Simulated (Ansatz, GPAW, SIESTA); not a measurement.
## One structure in several programs: ScIn2 (Cmmm, 6 atoms in the cell)

Self-consistent single point.

```
ScIn2
1.0
    2.23410    -6.82859     0.00000
    2.23410     6.82859     0.00000
    0.00000     0.00000     4.45889
Sc In
2 4
Direct
  0.84357   0.15643   0.50000
  0.15643   0.84357   0.50000
  0.67608   0.32392   0.00000
  0.32392   0.67608   0.00000
  0.50000   0.50000   0.50000
  0.00000   0.00000   0.00000
```

Shared settings, as Ansatz (a program for electronic structure) writes them: kpoints.mp_grid.grid = 4 4 4; scf.occupations.method = gaussian; scf.occupations.width = 0.272 eV. Potentials and cutoffs stand in the table.

```csv
code,model,pressure (GPa),largest force (eV/Å),cutoff
SIESTA,"LDA PW92, numerical atomic orbitals DZP, PseudoDojo LDA standard norm-conserving potentials (rewritten from UPF to PSML)",-5.89,0.072,grid 300 Ry
Ansatz,"LDA (PW92), PAW files made with PBE",-4.76,0.064,default
GPAW,"LDA (Perdew-Wang 92), GPAW PAW datasets LDA (gpaw-data 1.0.1)",-5.03,0.075,850 eV
```

Size of the force on each atom (eV/Å): Sizes of forces hide their directions.

```csv
code,Sc1,Sc2,In3,In4,In5,In6
SIESTA,0.047,0.047,0.072,0.072,0.000,0.000
Ansatz,0.064,0.064,0.063,0.063,0.000,0.000
GPAW,0.075,0.075,0.072,0.072,0.000,0.000
```

The spread over the programs that give each value: pressure within 1.13 GPa; largest force within 0.011 eV/Å.

SIESTA uses small atom-centred bases, whose incompleteness enters pressures, forces and empty levels differently from a plane-wave cutoff. Ansatz's pressure is given at a fixed set of plane waves, as the other plane-wave codes print theirs.

The shared mesh is coarse (it stands for a supercell whose shortest vector is 18 Å), so the values are not converged in it.

The starting cell comes from a database of computed structures (which also holds hypothetical and non-ambient phases and stackings), without a prior relaxation at this level.

Left out of this page: Elk (not drawn, or without a comparable value).

Keys are those of Ansatz 0.2.
